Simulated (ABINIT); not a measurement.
# Pressure against volume in cubic perovskite BaTiO3 (space group 221) (ABINIT, LDA)

```xyz
5
Lattice="3.8444 0.0000 0.0000 0.0000 3.8444 0.0000 0.0000 0.0000 3.8444" Properties=species:S:1:pos:R:3 pbc="T T T"
Ba     0.0000     0.0000     0.0000
Ti     1.9222     1.9222     1.9222
O      1.9222     0.0000     1.9222
O      0.0000     1.9222     1.9222
O      1.9222     1.9222     0.0000
```

Computed with LDA (PW92), norm-conserving pseudopotentials (PseudoDojo nc-sr-04 LDA standard) (plane waves; ABINIT). Settings: pseudos = [Ba.upf, Ti.upf, O.upf]; ecut = 55 Ha; ixc = 7; occopt = 3; tsmear = 0.01 eV; ngkpt = 8 8 8; nshiftk = 1; shiftk = 0 0 0; potentials = PseudoDojo nc-sr-04 LDA standard; nband = 27; kptopt = 1; nstep = 60; tolvrs = 1e-11. The cell above is the first row's. The rows scale it uniformly. In all rows fractional positions and the k mesh are held.

```csv
V (Å^3/atom),P (GPa)
11.364,15.42
11.611,10.02
11.858,5.20
12.105,0.88
12.352,-2.98
12.599,-6.44
12.846,-9.53
13.093,-12.29
13.340,?
```

**Question.** Using a cubic, estimate the missing P at V = 13.340 from the other rows, showing the fit.

**Answer.** With u = V - 12.2, the rows have u = -0.8360, -0.5890, -0.3420, -0.0950, 0.1520, 0.3990, 0.6460, 0.8930. Least squares gives P = -0.661 - 15.8354·u + 3.6181·u² - 0.5295·u³. Residuals (row less fit): 0.005, -0.009, 0.001, 0.004, 0.006, -0.003, -0.006, 0.004; standard error 0.008 (degrees of freedom: 4). The fitted pressure is zero at V0 = 12.16, where dP/dV = -16.14, so B0 = -V0·dP/dV = 196 GPa. At the withheld row, u = 1.1400, so P = -0.661 - 15.8354 × 1.1400 + 3.6181 × 1.1400² - 0.5295 × 1.1400³ = -14.796 GPa. The calculation gives -14.76 GPa, 0.036 GPa above the prediction (0.1 % of the range of P in the table). The row lies outside the fitted rows, so this is an extrapolation. From the scatter of the fitted rows alone, a prediction at this place has a standard error of 0.020 GPa, so the miss is 1.8 times that.

Carrying the step between the two nearest rows on in a straight line would have given -15.05, off by 0.29; series whose last step already gives the withheld value aren't shown. The scan was laid around a cell of about the measured size, scaled by a guess for this functional. This is a high-temperature phase, held here by symmetry. The runs keep the symmetry of the cell, so they don't test it for distortions. The LDA file for Ba was generated anew from PseudoDojo's inputs, some of which were changed. Spin-orbit coupling is off. Cutoffs and mesh are single choices, not tested for convergence of this quantity. Series with a scatter that would blur these digits, or in which a gap closes, are not shown.
